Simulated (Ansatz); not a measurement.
Several settings converged on IrRh₃ (I4mm, 4 atoms in the cell)

```xyz
4
Lattice="-1.9125 1.9125 3.8309 1.9125 -1.9125 3.8309 1.9125 1.9125 -3.8309" Properties=species:S:1:pos:R:3 pbc="T T T"
Ir     0.0000     0.0000     0.0500
Rh     0.0000     1.9125     1.9155
Rh     1.9125     0.0000     1.9155
Rh     0.0000     0.0000     3.8309
```

Base method: LDA (PW92), default PAW files made with PBE (plane waves; Ansatz, a first-principles code).

Base settings: basis.ecutwfc = 420 eV; kpoints.mp_grid.grid = 12 12 12; hamiltonian.xc = lda; hamiltonian.pseudopotentials = {kind: paw} (the program's default PAW files); scf.occupations.method = fermi_dirac; scf.occupations.width = 0.1 eV.

The count of work is k-points × plane waves × bands × iterations; it is no time. Core times come from one kind of shared machine, to one figure; runs under 30 s give none.

**Shifted k-point meshes**

In this ladder: kpoints.mp_grid.shift = 0.5 0.5 0.5.

Only quantities that move along the ladder and can be compared are tabulated.

| kpoints.mp_grid.grid | free energy less the last step's (meV/atom) | pressure (GPa) | largest difference of a force vector from the last step's (eV/Å) | count of work / last |
|---|---|---|---|---|
| 2 2 2 | -34.69 | -15.06 | 0.408 | 0.0026 |
| 3 3 3 | -28.60 | -14.35 | 0.018 | 0.0045 |
| 4 4 4 | 25.24 | -13.11 | 0.113 | 0.0083 |
| 6 6 6 | -3.50 | -13.93 | 0.017 | 0.021 |
| 8 8 8 | 0.16 | -13.80 | 0.003 | 0.042 |
| 10 10 10 | 0.51 | -13.77 | 0.005 | 0.075 |
| 13 13 13 | 0.08 | -13.79 | 0.002 | 0.15 |
| 16 16 16 | 0.05 | -13.80 | 0.000 | 0.26 |
| 26 26 26 | 0.00 | -13.80 | 0.000 | 1.0 |

Coarsest kpoints.mp_grid.grid that holds the pressure within 1 GPa of the last step, with all finer ones: 3 3 3, at 0.0045 of the last step's count of work; the step before is off by 1.3 GPa.

Coarsest kpoints.mp_grid.grid that holds the free energy within 1 meV/atom of the last step, with all finer ones: 8 8 8, at 0.042 of the last step's count of work; the step before is off by 3.5 meV/atom.

Coarsest kpoints.mp_grid.grid that holds the forces within 0.005 eV/Å of the last step, with all finer ones: 8 8 8, at 0.042 of the last step's count of work; the step before is off by 0.017 eV/Å.

**The k-point mesh at a smearing width of 0.3 eV**

In this ladder: scf.occupations.width = 0.3 eV.

Only quantities that move along the ladder and can be compared are tabulated.

```tsv
kpoints.mp_grid.grid	free energy less the last step's (meV/atom)	pressure (GPa)	largest difference of a force vector from the last step's (eV/Å)	count of work / last	core time / last (rough)
4 4 4	10.94	-10.00	0.047	0.012	–
5 5 5	-5.72	-10.83	0.014	0.017	–
6 6 6	-1.13	-10.60	0.002	0.028	–
8 8 8	-0.10	-10.57	0.001	0.056	–
9 9 9	0.14	-10.57	0.000	0.071	–
13 13 13	-0.01	-10.58	0.000	0.18	0.2
19 19 19	0.00	-10.57	0.000	0.52	0.5
24 24 24	0.00	-10.57	0.000	1.0	1
```

Coarsest kpoints.mp_grid.grid that holds the pressure within 0.2 GPa of the last step, with all finer ones: 6 6 6, at 0.028 of the last step's count of work; the step before is off by 0.26 GPa.

Coarsest kpoints.mp_grid.grid that holds the forces within 0.005 eV/Å of the last step, with all finer ones: 6 6 6, at 0.028 of the last step's count of work; the step before is off by 0.014 eV/Å.

Coarsest kpoints.mp_grid.grid that holds the free energy within 1 meV/atom of the last step, with all finer ones: 8 8 8, at 0.056 of the last step's count of work; the step before is off by 1.1 meV/atom.

**The width of Methfessel-Paxton smearing**

In this ladder: kpoints.mp_grid.grid = 20 20 20; scf.occupations.method = methfessel_paxton.

Narrow widths need finer meshes than wide ones, so the last steps can hold mesh noise.

Only quantities that move along the ladder and can be compared are tabulated; pressure and forces are left out, as mesh noise rules them at narrow widths.

| scf.occupations.width | free energy less the last step's (meV/atom) | core time / last (rough) |
|---|---|---|
| 1 eV | -4.49 | 1.0 |
| 0.5 eV | 2.34 | 1.0 |
| 0.3 eV | 0.36 | 0.9 |
| 0.2 eV | -0.01 | 1.0 |
| 0.1 eV | 0.00 | 1 |

Widest scf.occupations.width that holds the free energy within 2 meV/atom of the last step, with all finer ones: 0.3 eV; the step before is off by 2.3 meV/atom.

On the base run: the starting cell comes from a database of computed structures (which also holds hypothetical and non-ambient phases and stackings), without a prior relaxation at this level. Its lattice was rescaled by up to half a per cent. One atom was moved a little off its site on purpose. Spin polarisation is off. In the base run, with a pressure of about -14 GPa the cell is away from its equilibrium volume at this level. Ansatz's pressure includes its estimate of the finite-basis (Pulay) stress.

Left out of this page: 2 runs of the series outside the window shown, repeating another row's setting, or not comparable.

Keys are those of Ansatz 0.2.
